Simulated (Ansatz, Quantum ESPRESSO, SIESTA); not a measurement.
# One structure in several programs: YMg₆Al (Amm2, 8 atoms in the cell)

Self-consistent single point.

```
CELL_PARAMETERS angstrom
      5.01794     0.00000     0.00000
      0.00000     3.29184     5.66129
      0.00000    -3.29184     5.66129
ATOMIC_POSITIONS crystal
  Y  0.00000 0.67401 0.67401
  Mg 0.50000 0.32292 0.83828
  Mg 0.50000 0.83828 0.32292
  Mg 0.50000 0.33255 0.33255
  Mg 0.00000 0.16159 0.67523
  Mg 0.00000 0.67523 0.16159
  Mg 0.00000 0.16450 0.16450
  Al 0.50000 0.83091 0.83091
```

Shared settings, as Ansatz (an electronic-structure program) writes them: kpoints.mp_grid.grid = 4 3 3; magnetization.spin_orbit = true; scf.occupations.method = gaussian; scf.occupations.width = 0.1 eV. Potentials and cutoffs stand in the table.

| code | model | pressure (GPa) | largest force (eV/Å) | cutoff |
|---|---|---|---|---|
| SIESTA | GGA PBEsol with spin-orbit coupling, numerical atomic orbitals DZP, PseudoDojo PBEsol fully relativistic norm-conserving potentials (rewritten from UPF to PSML) | – | 0.130 | grid 350 Ry |
| Quantum ESPRESSO | PBEsol, spin-orbit coupling, PseudoDojo fully relativistic norm-conserving (PBESOL) pseudopotentials | -0.84 | 0.061 | 85 Ry |
| Ansatz | PBEsol with spin-orbit coupling, PAW files made with PBE | -0.87 | 0.062 | default |

Size of the force on each atom (eV/Å): Sizes of forces hide their directions.

| code | Y1 | Mg2 | Mg3 | Mg4 | Mg5 | Mg6 | Mg7 | Al8 |
|---|---|---|---|---|---|---|---|---|
| SIESTA | 0.009 | 0.083 | 0.083 | 0.054 | 0.031 | 0.031 | 0.130 | 0.037 |
| Quantum ESPRESSO | 0.006 | 0.051 | 0.051 | 0.000 | 0.027 | 0.027 | 0.061 | 0.042 |
| Ansatz | 0.005 | 0.046 | 0.046 | 0.003 | 0.023 | 0.023 | 0.062 | 0.041 |

A dash marks a value that a program does not give, or that is left out as unsure.

The spread over the programs that give each value: pressure within 0.03 GPa; largest force within 0.069 eV/Å.

SIESTA uses small atom-centred bases, whose incompleteness enters pressures, forces and empty levels differently from a plane-wave cutoff. Ansatz's pressure is given at a fixed set of plane waves, as the other plane-wave codes print theirs. In the force vectors, SIESTA (by 0.089) lies more than 0.08 eV/Å from the median of the plane-wave programs.

The starting cell comes from a database of computed structures (which also holds hypothetical and non-ambient phases and stackings), without a prior relaxation at this level.

Keys are those of Ansatz 0.2.
